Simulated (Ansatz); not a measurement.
Convergence study of the k-point mesh for CsLiBr2 (P4mm, 8 atoms in the cell)

```
CsLiBr2
1.0
    5.20715     0.00000     0.00000
    0.00000     5.20715     0.00000
    0.00000     0.00000     9.97971
Cs Li Br
2 2 4
Direct
  0.00000   0.50000   0.30504
  0.50000   0.00000   0.69997
  0.50000   0.00000   0.08248
  0.00000   0.50000   0.91752
  0.00000   0.50000   0.66592
  0.50000   0.00000   0.33408
  0.00000   0.00000   0.00000
  0.50000   0.50000   0.00000
```

Method: LDA (PW92), default PAW files made with PBE (plane waves; Ansatz, a quantum-chemistry and plane-wave program).

Base settings: basis.ecutwfc = 420 eV; kpoints.mp_grid.grid = 5 5 3; hamiltonian.xc = lda; hamiltonian.pseudopotentials = {kind: paw} (the program's default PAW files); scf.occupations.method = fermi_dirac; scf.occupations.width = 0.05 eV.

The second cell is the first with its lattice scaled by 0.98.

Only quantities that move along the ladder and can be compared are tabulated.

The count of work is k-points × plane waves × bands × iterations; it is no time. Core times come from one kind of shared machine, to one figure; runs under 30 s give none.

The starting cell comes from a database of computed structures (which also holds hypothetical and non-ambient phases and stackings), without a prior relaxation at this level. Its lattice was rescaled by up to half a per cent. One atom was moved a little off its site on purpose. Ansatz's pressure includes its estimate of the finite-basis (Pulay) stress.

```tsv
kpoints.mp_grid.grid	free energy less the last step's (meV/atom)	energy of the compressed cell less the first (meV/atom)	pressure (GPa)	largest difference of a force vector from the last step's (eV/Å)	gap on the mesh (eV)	count of work / last	core time / last (rough)
1 1 1	340.93	21.46	1.08	0.500	3.992	0.0069	–
2 2 1	6.67	-18.51	-1.89	0.033	3.833	0.018	–
3 3 2	0.35	-19.69	-1.98	0.001	3.947	0.042	–
4 4 2	0.06	-19.77	-1.98	0.000	3.853	0.083	–
5 5 3	0.00	-19.79	-1.98	0.000	3.892	0.083	–
6 6 3	0.00	-19.79	-1.98	0.000	3.853	0.14	–
7 7 4	0.00	-19.79	-1.98	0.000	3.874	0.21	–
8 8 4	0.00	-19.79	-1.98	0.000	3.853	0.31	0.2
8 8 5	0.00	-19.79	-1.98	0.000	3.853	0.31	0.2
9 9 5	0.00	-19.79	-1.98	0.000	3.867	0.31	–
10 10 6	0.00	-19.79	-1.98	0.000	3.853	0.58	0.4
11 11 6	0.00	-19.79	-1.98	0.000	3.863	0.58	0.4
13 13 7	0.00	-19.79	-1.98	0.000	3.861	0.78	0.5
14 14 7	0.00	-19.79	-1.98	0.000	3.853	1.0	1
```

Coarsest kpoints.mp_grid.grid that holds the energy of the compressed cell less the first within 1 meV/atom of the last step, with all finer ones: 3 3 2, at 0.042 of the last step's count of work; the step before is off by 1.3 meV/atom.

Coarsest kpoints.mp_grid.grid that holds the pressure within 0.2 GPa of the last step, with all finer ones: 2 2 1, at 0.018 of the last step's count of work; the step before is off by 3.1 GPa.

Coarsest kpoints.mp_grid.grid that holds the free energy within 5 meV/atom of the last step, with all finer ones: 3 3 2, at 0.042 of the last step's count of work; the step before is off by 6.7 meV/atom.

The gap on the mesh jumps up and down from mesh to mesh; it is no smooth measure of convergence.

Keys are those of Ansatz 0.2.
